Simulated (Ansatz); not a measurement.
We consider cubic perovskite CsSnI₃ (cubic high-temperature phase), described by PBE0 (PAW; Ansatz, a first-principles code).

Numerical settings: plane-wave cutoff 520 eV, 4×4×4 k mesh, scalar-relativistic PAW data made under PBE.

Computed at the level's own relaxed cell.

Elastic tensor (GPa, Voigt notation, ions relaxed):

```
   39.7     5.1     5.1     0.0     0.0     0.0
    5.1    39.7     5.1     0.0     0.0     0.0
    5.1     5.1    39.7     0.0     0.0     0.0
    0.0     0.0     0.0     4.5     0.0     0.0
    0.0     0.0     0.0     0.0     4.5     0.0
    0.0     0.0     0.0     0.0     0.0     4.5
```

Worked from these constants: the tetragonal shear constant is C′ = (C11 − C12)/2 = 17.3 GPa against C44 = 4.5 GPa, so the C44 shear is the softer. The Zener ratio C44/C′ is 0.26 (1 for an isotropic solid), and the Cauchy pressure C12 − C44 is 0.6 GPa. With C11 + 2C12 = 49.9 GPa all three Born conditions hold; they don't test modes at the zone boundary.

Note: the relaxation could not lower the start's symmetry, so the cell can be a saddle point above a distorted one.

Computed values are for the static lattice.
